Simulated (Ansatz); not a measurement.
## A computed series for Si: element substitutions

The reference is Si in the diamond structure (space group Fd-3m, No. 227).

```cif
data_Si2
_chemical_formula_sum 'Si2'
_space_group_name_H-M_alt 'P 1'
_space_group_IT_number 1
_cell_length_a 3.84225
_cell_length_b 3.84225
_cell_length_c 3.84225
_cell_angle_alpha 60.000
_cell_angle_beta 60.000
_cell_angle_gamma 60.000
loop_
_space_group_symop_operation_xyz
  'x, y, z'
loop_
_atom_site_label
_atom_site_type_symbol
_atom_site_fract_x
_atom_site_fract_y
_atom_site_fract_z
_atom_site_occupancy
Si1 Si 0.50000 0.50000 0.50000 1
Si2 Si 0.75000 0.75000 0.75000 1
```

Each row replaces one element on all its sites; cell and atoms are relaxed.

Method: Kohn–Sham DFT with the PBEsol functional, run in Ansatz (an electronic-structure program) with PAW and 420 eV plane waves, no spin-orbit coupling.

Candidates:
(a) Si → Re
(b) Si → Mo
(c) Si → C

Before the change:

```
Property           Result
---------------  --------
Volume per atom  20.05 Å³
```

### Question
Order them by volume per atom, lowest first.

### Answer
(c) Si → C (5.61 Å³), (a) Si → Re (21.88 Å³), (b) Si → Mo (22.08 Å³)

No phonon test of stability was made. As relaxed here, Re and Mo are hypothetical phases, not in the database extracts checked. The final runs are not spin-polarised.
